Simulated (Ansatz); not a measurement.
# What P on a Fe site, symmetric start does to Fe2O3

Consider a 10-atom supercell of Fe$_{2}$O$_{3}$ in the corundum structure (space group R-3c, No. 167; a = 4.6989 Å, c = 13.1923 Å (hexagonal axes); ferromagnetic) at its relaxed geometry.

Modification: one Fe atom is replaced by P, atoms relaxed at fixed cell.

Calculations: PBEsol (Ansatz, a first-principles code; PAW; 420 eV plane waves; no spin-orbit coupling), earlier PAW set. k-mesh 10×10×10 (Γ-centred); smearing 0.05 eV (Fermi–Dirac).

- Pressure = 5.9 GPa (base 0.0 GPa)
- Energy gained by relaxation = 1.87 eV
- Largest displacement of a host atom from its site in the perfect cell = 0.22 Å
- Mean distance from the defect site to its nearest host atoms = 1.68 Å (base 1.87 Å)

In so small a cell the defect repeats every few ångströms: this is an ordered compound, not a dilute defect. The defect started on the symmetric site and kept its symmetry, so it may sit on a saddle. No Hubbard U is applied and the magnetic state is the run's own (Fe3PO6 magnetic; Fe2O3 ferromagnetic); small cells can't hold the antiferromagnetic order that many such compounds have, so gaps and moments can be off. In its common phase, real Fe2O3 is an antiferromagnetic insulator at low temperature. The defect cell is spin-polarised and ends with 5.0 μB.
